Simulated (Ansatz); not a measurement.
Consider a periodic stack without vacuum, rock-salt TaC (1 1 0) on rock-salt PbTe (1 1 0) (film strained to the substrate, started from cuts of the bulks and a machine-learned relaxation; slabs Pb6Te6 and C12Ta12, which can lie off the formulas): substrate slab Pb6Te6, film C12Ta12, surface cells [[0, -1], [1, -1]] and [[1, 0], [1, 2]], film strained by +3.8 and +3.8 %, outermost planes PbTe/PbTe and CTa/CTa as cut, which need not be the usual terminations and can put a slab off its formula. Its start:

```xyz
36
Lattice="4.6466 0.0000 0.0417 4.6466 6.5712 0.0072 2.5458 2.0587 24.0791" Properties=species:S:1:pos:R:3 pbc="T T T"
Pb     7.8968     6.2033     3.5706
Pb     4.0338     2.2061     0.5678
Pb     7.7126     6.3431     8.2176
Pb     5.5272     3.0466     5.7251
Pb     8.9636     5.8434    13.4131
Pb     5.2941     3.0050    10.3470
Te     6.2203     5.5356     0.9484
Te     3.2592     2.8879     3.5031
Te     5.5329     6.2916     5.7425
Te     3.0364     3.0169     8.1477
Te     5.3151     6.2237    10.4175
Te     2.1315     2.5744    13.0066
C      8.9716     7.4533    15.2476
C      4.3230     4.2507    15.2229
C      6.6258     2.5728    16.7398
C      6.6257     5.8601    16.7212
C      4.2857     4.2192    18.2735
C      8.9327     7.5148    18.3013
C      6.5921     5.8819    19.7647
C      6.5929     2.5854    19.7769
C      8.9010     7.5381    21.3394
C      4.2561     4.2594    21.3180
C      6.5597     2.6524    22.8173
C      6.5586     5.8611    22.8149
Ta     8.9461     5.8576    16.7353
Ta     4.3061     2.5730    16.5873
Ta     6.6373     7.5112    15.3605
Ta     6.6387     4.1959    15.3750
Ta     4.2710     2.5879    19.7198
Ta     8.9167     5.8720    19.7763
Ta     6.6095     4.2253    18.3064
Ta     6.6090     7.5110    18.3184
Ta     8.8902     5.9245    22.7131
Ta     4.2493     2.6067    22.6689
Ta     6.5743     7.5309    21.4464
Ta     6.5762     4.2503    21.3378
```

The start was prepared with a machine-learned potential, and the result is one local minimum, with the in-plane cell held and forces under 0.04 eV/Å; the film can end far from its bulk form.

The numbers are results of PBE (plane waves to 420 eV, PAW; Ansatz, a first-principles code), not measurements. No spin–orbit coupling; the runs are not spin-polarised. Its k-point mesh 8×5×1, Fermi–Dirac width 0.05 eV.

Problem. Predict the relaxed interface.

Solution. 
| Property | Result |
|---|---|
| interface area | 30.5 Å² |
| period | 24.84 Å |
| heights between the nearest atoms of the two slabs at the two interfaces | 1.93 and 1.93 Å |
| Pb–Ta contacts across the interfaces within 1.22 times the sum of covalent radii | 10, mean 3.45 Å |
| C–Pb contacts across the interfaces within 1.22 times the sum of covalent radii | 4, mean 2.53 Å |
| Ta–Te contacts across the interfaces within 1.22 times the sum of covalent radii | 4, mean 2.86 Å |
